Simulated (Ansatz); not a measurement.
AlN (P6_3mc), PBEsol, rigid bands run with Ansatz (a quantum-chemistry and plane-wave program): N_v = 6.23e19 cm⁻³ at 300 K and a hole conductivity mass of 0.412 mₑ along z (a = (3.11, 0.00, 0.00) Å; b = (-1.56, 2.70, 0.00) Å; c = (0.00, 0.00, 4.98) Å).

Task: For 1e16 holes per cm³ at 300 K, place the Fermi level, estimate the Seebeck coefficient of a parabolic band with constant τ, and give mobility and conductivity for τ = 50 fs.

Result: The level lies k_BT ln(N_v/p) = 0.226 eV above the valence-band maximum. S ≈ +(k_B/e)[ln(N_v/p) + 5/2] = 968 μV/K, against 968 μV/K from the full bands (mean over directions). μ = eτ/m = 213 cm²/(V·s) and σ = peμ = 0.342 S/cm. τ is assumed, not computed.

Band transport and this doping are assumed; polarons and phonon drag are left out. Spin-orbit coupling is left out; where it splits the top of the valence band, N_v and the p-type Seebeck coefficient come out somewhat high without it.
